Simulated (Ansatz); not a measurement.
Fluorite NiSi2 was calculated with RPBE in Ansatz (plane waves, PAW).

Numerical settings: plane-wave cutoff 520 eV, 18×18×18 k mesh, Fermi–Dirac smearing 0.05 eV, no spin polarisation, scalar-relativistic PAW data made under PBE.

Pressure at four volumes; x = ln(V/13.701 Å³). One pressure is withheld.

| V (Å³/atom) | x | P (GPa) |
|---|---|---|
| 12.879 | -0.0619 | ? |
| 13.153 | -0.0408 | 6.24 |
| 13.701 | 0.0000 | 0.00 |
| 14.523 | 0.0583 | -7.04 |

Problem. Pass a parabola P(x) through the three rows shown, estimate the bulk modulus and its pressure derivative near zero pressure, and predict the withheld pressure.

Solution. Slopes between the rows: (0.00 − (6.24))/(0.0000 − (-0.0408)) = -152.94 and (-7.04 − (0.00))/(0.0583 − (0.0000)) = -120.75 GPa. Their difference over the span 0.0991 is c = 32.19/0.0991 = 324.8 GPa, so P(x) = 6.24 + (-152.94)(x − (-0.0408)) + 324.8 (x − (-0.0408))(x − (0.0000)). At the middle row B = −dP/dx = −[-152.94 + 324.8 × 0.0408] = 139.7 GPa, and B′ = dB/dP = 2c/B = 4.6. At x = -0.0619 the parabola gives 9.89 GPa; the run gives 9.89 GPa. The Birch–Murnaghan fit to the energies at all volumes has B0 = 139 GPa and B′ = 4.7.

Ansatz is a program for electronic structure.
